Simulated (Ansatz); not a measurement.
```yaml
crystal:
  lattice:
    - [2.81907, 0.00000, 0.00000]
    - [-1.40954, 2.44139, 0.00000]
    - [0.00000, 0.00000, 4.60684]
  atoms:
    - { symbol: Si, position: [0.66667, 0.33333, 0.00083] }
    - { symbol: Si, position: [0.33333, 0.66667, 0.50083] }
    - { symbol: C, position: [0.66667, 0.33333, 0.62437] }
    - { symbol: C, position: [0.33333, 0.66667, 0.12437] }
```

No spin polarisation.

Method: r2SCAN (Ansatz, a program for electronic structure; PAW; 500 eV plane waves; without spin-orbit coupling), earlier PAW set. k-mesh 12×12×7 (Γ-centred); smearing 0.05 eV (Fermi–Dirac).

Predict the valence-band top at Γ and band gap.


* **Valence-band top at Γ (three highest levels, from the VBM)**: 0.00, 0.00, -0.04 eV
* **Band gap**: 2.25 eV

Load acts through the strain it causes; cell and atoms are relaxed under it. Stability against distortions was not tested. No other phases were tried under pressure. The cell was made from SiC in the wurtzite structure (space group P6_3mc, No. 186) by this change: pressure 100 GPa.
